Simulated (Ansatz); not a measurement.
Structures of equal composition on the (0001) surface of hcp Ti: a layer of Si in place of the second plane; a layer of Si in place of the third plane. The slabs share one bottom face, and each structure is named by its start. These are constructed structures in small cells; real faces may alloy, dewet or reconstruct in larger ones, and not all known structures of the face are among them. Slabs of about 12 Å with all that they carry, Fermi-Dirac smearing of 0.1 eV. Bottom of the slabs: a bare face, its two planes held. Relaxed from the named starts with such symmetry as they have, on meshes of like density; energies extrapolated to zero smearing; no spin-orbit coupling, no U. Spin-polarised runs, if any, are marked in brackets, and their order is one that fits the cell; the others ran without spin.

Level of theory: PBE (plane waves to 420 eV, PAW; Ansatz, a quantum-chemistry and plane-wave program).

Q: Put the candidates in order of energy per 1x1 cell, lowest first, for PBE.

A: a layer of Si in place of the third plane (0.000 eV), a layer of Si in place of the second plane (0.120 eV)
